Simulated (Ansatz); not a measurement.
Consider interstitial Mg in monoclinic ZrO2, charge state +2. Method: PBE, PAW (plane waves to 420 eV; Ansatz, an electronic-structure program).

96-site cell at the relaxed PBE lattice, the Γ point alone, smearing 0.01 eV, spin-restricted, no finite-size correction. Static, classical nuclei. The charge state is imposed; whether it is stable for some Fermi level was not computed. Sites that were not tried may lie lower.

Barriers: single points on a 2×2×2 k-point mesh shifted by half a step at the bands' geometries.

Relaxed starting cell (atoms counted from 1):

```xyz
97
Lattice="10.3787 0.0000 0.0000 0.0000 10.4835 0.0000 -1.8071 0.0000 10.6048" Properties=species:S:1:pos:R:3 pbc="T T T"
Zr     0.7479     2.3521     3.7682
Zr    -0.1254     2.3948     9.0807
Zr     0.7729     7.6355     3.7681
Zr    -0.1140     7.6581     9.0865
Zr     5.9513     2.4120     3.7532
Zr     5.0760     2.3979     9.0565
Zr     6.0252     7.6879     3.7617
Zr     5.0990     7.6642     9.0165
Zr     3.4318     2.7825     1.5502
Zr     2.5433     2.7947     6.9295
Zr     3.4942     8.1755     1.5126
Zr     2.5913     8.0995     6.8553
Zr     8.6930     2.8489     1.5422
Zr     7.7686     2.8337     6.8242
Zr     8.7179     8.1206     1.5410
Zr     7.7669     8.1093     6.8373
Zr     2.7888     4.9448     4.4578
Zr     2.1448     5.0433     9.5168
Zr     3.0436    10.2469     4.2080
Zr     2.1552    10.2642     9.4840
Zr     8.2299     5.0236     4.1702
Zr     7.3839     5.0237     9.4264
Zr     8.2157    10.2727     4.1912
Zr     7.3234    10.2652     9.4854
Zr     1.2284     0.2245     1.1062
Zr     0.3191     0.2175     6.4201
Zr     1.2335     5.4456     1.1241
Zr     0.2485     5.4721     6.4998
Zr     6.4411     0.2547     1.1047
Zr     5.5135     0.2478     6.4109
Zr     6.6620     5.4895     0.9637
Zr     5.5339     5.4657     6.3783
O     -0.4422     0.8737     4.5000
O     -1.3427     0.9133     9.8154
O     -0.4052     6.1149     4.5057
O     -1.2780     6.1170     9.7930
O      4.7264     0.9600     4.5119
O      3.8623     0.9147     9.8112
O      4.7520     6.0984     4.4074
O      3.9200     6.1450     9.7717
O      4.7111     4.4320     0.8817
O      3.7644     4.3078     6.1495
O      4.7250     9.5995     0.7885
O      3.8115     9.5791     6.0928
O      9.8846     4.3590     0.8018
O      8.9329     4.3760     6.1259
O      9.9065     9.5922     0.8016
O      8.9810     9.5860     6.1001
O      4.2162     3.6463     3.4243
O      3.3380     3.5177     8.8131
O      4.2906     8.7844     3.4329
O      3.3675     8.7733     8.7389
O      9.4098     3.4973     3.4714
O      8.5467     3.5130     8.7474
O      9.4597     8.7536     3.4696
O      8.5320     8.7716     8.7620
O      0.0069     1.7067     1.8599
O     -0.8723     1.7257     7.1516
O      0.0969     6.9849     1.8560
O     -0.8975     6.9871     7.1713
O      5.1815     1.7449     1.8483
O      4.2837     1.7074     7.1831
O      5.2862     6.9793     1.8047
O      4.3137     6.9587     7.1063
O      1.3240     3.8148     5.3006
O      0.5735     3.8856    10.5370
O      1.4624     9.1050     5.1786
O      0.5574     9.1582    10.4824
O      6.6252     3.9045     5.1409
O      5.7738     3.9303    10.4362
O      6.6316     9.1619     5.1698
O      5.7408     9.1554    10.4790
O      2.8186     1.3334     0.1257
O      1.9128     1.3214     5.4380
O      2.8519     6.6069     0.1686
O      1.8843     6.5512     5.4821
O      8.0126     1.3750     0.1256
O      7.0999     1.3529     5.4129
O      8.1290     6.6406     0.0568
O      7.0974     6.6131     5.3871
O      2.3686     1.2664     2.7723
O      1.4641     1.2815     8.0988
O      2.5188     6.4037     2.7960
O      1.4635     6.5330     8.1189
O      7.5318     1.2995     2.7755
O      6.6571     1.2785     8.0691
O      7.6198     6.5363     2.7240
O      6.6709     6.5126     8.0275
O      1.8348     3.9343     2.6009
O      0.9829     3.9879     7.9000
O      1.9182     9.1886     2.5275
O      1.0047     9.2206     7.8344
O      7.0796     4.0142     2.4841
O      6.1922     3.9704     7.7897
O      7.1199     9.2233     2.5264
O      6.1866     9.2180     7.8147
Mg     4.3843     5.4507     2.5135
```
Cell charge +2.

End state 1 differs by these moves (Å; atoms that move under 0.08 Å are left out):

```
atom  element     Δx     Δy     Δz
----  -------  -----  -----  -----
4          Zr  -0.09  -0.02   0.06
7          Zr   0.19  -0.06  -0.15
9          Zr   0.08   0.07  -0.02
10         Zr   0.05   0.07  -0.07
11         Zr   0.01  -0.10   0.05
12         Zr  -0.25   0.07   0.25
17         Zr   0.26  -0.01  -0.30
19         Zr  -0.06   0.08  -0.01
20         Zr  -0.06   0.06   0.10
22         Zr  -0.06  -0.02   0.06
28         Zr   0.08   0.01  -0.08
31         Zr  -0.20  -0.04   0.10
39          O   0.09   0.04   0.05
41          O   0.02  -0.09  -0.10
42          O   0.08   0.02  -0.07
44          O  -0.04  -0.11  -0.02
46          O   0.08  -0.02  -0.01
49          O   0.06  -0.13   0.01
51          O  -0.03  -0.10   0.10
52          O  -0.05   0.03   0.06
65          O   0.15   0.11  -0.12
67          O  -0.08   0.07   0.07
76          O   0.19   0.16  -0.04
79          O  -0.10  -0.04   0.02
80          O   0.07  -0.04  -0.01
83          O  -0.11   0.10   0.02
87          O   0.06  -0.06  -0.02
89          O   0.08   0.02  -0.07
90          O   0.03   0.02  -0.07
92          O  -0.13   0.08   0.12
97         Mg  -0.45   2.21   2.65
```

Q: What forward and backward barriers to end state 1 does PBE, PAW give?

A: forward 2.46 eV, backward 2.46 eV; at the saddle point atom 97 has neighbours O at 1.79, O at 1.82, O at 1.88, O at 1.93 Å. The saddle point's order was not checked.

End state 2 differs by these moves (Å; atoms that move under 0.08 Å are left out):

```tsv
atom	element	Δx	Δy	Δz
5	Zr	0.02	-0.09	0.04
11	Zr	0.02	-0.09	0.04
17	Zr	0.01	0.06	-0.11
31	Zr	0.01	0.06	-0.11
49	O	-0.04	-0.13	0.08
63	O	-0.04	-0.13	0.08
83	O	-0.14	0.08	0.03
93	O	-0.14	0.08	0.03
97	Mg	0.69	-0.41	0.28
```

Q: Predict the forward and backward barriers to end state 2 from PBE, PAW.

A: forward 0.074 eV, backward 0.074 eV; at the saddle point atom 97 has neighbours 2 O at 1.94, 2 O at 1.96 Å. The saddle point's order was not checked, and it lies on a symmetry element of the cell, where a band can be held.
